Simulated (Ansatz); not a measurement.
# CsGeI₃ (space group R3m, No. 160)

```yaml
crystal:
  lattice:
    - [4.13051, 2.38475, 3.44500]
    - [-4.13051, 2.38475, 3.44500]
    - [0.00000, -4.76951, 3.44500]
  atoms:
    - { symbol: I, position: [0.50554, 0.00745, 0.50554] }
    - { symbol: I, position: [0.50554, 0.50554, 0.00745] }
    - { symbol: I, position: [0.00745, 0.50554, 0.50554] }
    - { symbol: Cs, position: [0.00829, 0.00829, 0.00829] }
    - { symbol: Ge, position: [0.53522, 0.53522, 0.53522] }
```

Computed with PBEsol (Ansatz, a program for electronic structure; PAW; 420 eV plane waves; without spin-orbit coupling). Γ-centred 6×6×6 mesh, Fermi–Dirac width 0.05 eV.

| Property | Result |
|---|---|
| Volume per atom | 40.72 Å³ |
| Density | 4.78 g/cm³ |
| Band gap | 0.57 eV (uncertain: the edges found on the path are not clean extrema) |
| Total energy | -6428.069 eV/atom (σ→0; compares only within this code and set-up) |

With I present, leaving out spin-orbit coupling can change the band edges. Gaps are Kohn–Sham eigenvalue differences; semilocal functionals usually give less than the measured gap. Stability against distortions was not tested.
